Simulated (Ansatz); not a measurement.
**bcc W (1 1 0) on germanium (1 1 0) (film strained to the substrate, faces as cut)**

A periodic stack without vacuum, bcc W (1 1 0) on germanium (1 1 0) (film strained to the substrate, faces as cut): substrate slab Ge32, film W24, surface cells [[0, 2], [-1, 0]] and [[-4, -1], [-2, -2]], film strained by +4.4 and +4.4 %, faces Ge/Ge and W/W as cut (like faces can put a slab off its formula).

The start was prepared with a machine-learned potential, and the result is one local minimum, with the in-plane cell held and forces under 0.04 eV/Å; the film can end far from its bulk form.

These are PBE (plane waves to 420 eV, PAW; Ansatz, an electronic-structure program) values and carry that method's errors. Spin–orbit coupling is left out; the runs are not spin-polarised. Its k-point mesh 3×5×1, Fermi–Dirac width 0.05 eV.

```
Item                                                                                      Result
-------------------------------------------------------------------------------  ---------------
interface area                                                                           46.9 Å²
period                                                                                   25.08 Å
gaps between the outermost planes at the two interfaces                          1.87 and 1.87 Å
Ge–W contacts across the interfaces within 1.22 times the sum of covalent radii  28, mean 2.74 Å
```

```
W3Ge4
1.0
    8.14583     0.00003     0.05048
    0.00035     5.75975    -0.05376
    1.85548     0.25293    25.09438
Ge W
32 24
Direct
  0.61065   0.44713   0.11943
  0.10859   0.39658   0.12384
  0.84572   0.17922   0.12750
  0.36817   0.16112   0.11742
  0.81247   0.09234   0.03258
  0.39088   0.93164   0.03178
  0.12508   0.49567   0.02877
  0.76524   0.63815   0.03198
  0.06599   0.42396   0.28273
  0.56594   0.41767   0.28384
  0.31430   0.17374   0.28459
  0.81727   0.17090   0.28316
  0.33914   0.93149   0.20245
  0.83262   0.90793   0.20371
  0.57958   0.67311   0.20391
  0.09166   0.67475   0.20071
  0.52227   0.40944   0.44467
  0.02816   0.42981   0.44579
  0.77916   0.17520   0.44786
  0.27003   0.17248   0.44411
  0.79621   0.92684   0.36560
  0.29506   0.91458   0.36450
  0.04313   0.67341   0.36397
  0.54822   0.67119   0.36493
  0.99448   0.43259   0.61677
  0.41643   0.59234   0.61587
  0.36885   0.13842   0.61649
  0.72822   0.99391   0.61976
  0.25827   0.94672   0.52867
  0.75842   0.89634   0.52465
  0.49723   0.67910   0.52105
  0.01484   0.66027   0.53065
  0.17989   0.99010   0.69617
  0.86066   0.17966   0.69546
  0.18742   0.50377   0.69435
  0.85736   0.68548   0.69636
  0.52072   0.82890   0.69483
  0.52830   0.33008   0.69531
  0.00202   0.33765   0.78191
  0.66814   0.50258   0.78009
  0.99921   0.83623   0.78207
  0.66785   0.00444   0.78185
  0.33353   0.16703   0.77964
  0.33403   0.66705   0.78081
  0.81128   0.66646   0.86879
  0.48124   0.83747   0.86664
  0.81273   0.16641   0.86765
  0.47839   0.33585   0.86651
  0.14688   0.50421   0.86663
  0.14678   0.00304   0.86839
  0.62234   0.00283   0.95423
  0.29332   0.18607   0.95228
  0.61662   0.48904   0.95231
  0.29625   0.67901   0.95291
  0.96361   0.82845   0.95316
  0.95677   0.32716   0.95353
```
